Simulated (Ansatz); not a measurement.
SnTe₂ (model structure, started from the rutile type, P4₂/mnm, No. 136, 6 atoms in the cell), treated with PBEsol (plane waves, PAW; Ansatz, a program for electronic structure).

Input file:

Ansatz 0.2 input:
```yaml
crystal:
  lattice:
    - [6.919193552, 0.0, 0.0]
    - [0.0, 6.919193552, 0.0]
    - [0.0, 0.0, 4.3545062721]
  atoms:
    - { symbol: Sn, position: [0.0, 0.0, 0.0] }
    - { symbol: Sn, position: [0.5, 0.5, 0.5] }
    - { symbol: Te, position: [0.3009717441, 0.3009717441, 0.0] }
    - { symbol: Te, position: [0.8009717441, 0.1990282559, 0.5] }
    - { symbol: Te, position: [0.1990282559, 0.8009717441, 0.5] }
    - { symbol: Te, position: [0.6990282559, 0.6990282559, 0.0] }
basis:
  ecutwfc: 520
  ecutrho_ratio: 4
  xc_grid: 2
kpoints:
  mp_grid: { grid: [8, 8, 14] }
hamiltonian:
  xc: pbesol
  dispersion: none
  pseudopotentials: { kind: paw }
scf:
  occupations: { method: fermi_dirac, width: 0.05 }
  convergence: { dr2_threshold: 0.0000000006 }
output:
  forces: true
  stress: true
  eigenvalues: true
```

Excerpt of the program's output:

```
Crystal: 6 atoms, lattice volume = 208.473 Å³
Basis set: ecut = 520 eV, 5613 PW (Γ), exchange–correlation on 108×108×72 points (8 copies of the dense FFT grid, shifted against one another)
Bands: 56, of which v1, the nominal top of the filled ones, is band 46 counted from 1 (45 counted from 0)
Symmetry: 16 space group operations
Space group: P42/mnm (ITA 136), of the structure as read, at distance tolerance 5.9e-5 Å
k-points: 120 of 896
Functional: x = pbesol(κ = 0.804, μ = 0.12345679012345678), c = pbesol(β = 0.046)
SCF iter   1: F=—  HF=-39504.949732 eV  |F-HF|=—  |Δ(HF+E_count)|=         —  Δρ=1.97e-3  dr2=6.73e-3
SCF iter   2: F=—  HF=-39504.944303 eV  |F-HF|=—  |Δ(HF+E_count)|=   5.43e-3  Δρ=7.53e-4  dr2=9.31e-4
  ...
SCF iter   7: F=—  HF=-39504.943820 eV  |F-HF|=—  |Δ(HF+E_count)|=   1.06e-8  Δρ=1.41e-6  dr2=4.95e-9
SCF iter   8: F=-39504.943820 eV  HF=-39504.943820 eV  |F-HF|=1.16e-10  |Δ(HF+E_count)|=  7.28e-10  Δρ=3.22e-7  dr2=1.37e-10
SCF 1 converged in 8 iterations: F = -39504.943820 eV  dr2 = 1.37e-10
SCF converged after 8 iterations
Free energy (F): -39504.943820 eV
Internal energy: -39504.910363 eV  (E = F + TS)
E sigma→0 (E₀):  -39504.927092 eV
Fermi energy:    7.397020 eV
--- Forces (eV/Å), atoms counted from 1 ---
  atom   1  Sn     0.00000000     0.00000000     0.00000000
  atom   2  Sn     0.00000000     0.00000000    -0.00000000
  atom   3  Te     0.00018734     0.00018734     0.00000000
  atom   4  Te     0.00018734    -0.00018734    -0.00000000
  atom   5  Te    -0.00018734     0.00018734     0.00000000
  atom   6  Te    -0.00018734    -0.00018734    -0.00000000
--- Stress (GPa, compression-positive) ---
        0.007392       0.000000       0.000000
        0.000000       0.007392      -0.000000
        0.000000      -0.000000       0.000472
  P = ⅓ Tr σ = 0.0051 GPa (0.051 kbar)
```

The PAW data were made under PBE.

Note: the relaxation could raise the start's symmetry but not lower it, so the cell can be a saddle point.

The result took very roughly 90 core-seconds.

A model structure was made by putting elements into a prototype or built by hand; it is no filed structure, need not be a known phase, and can be a saddle point held by its symmetry.
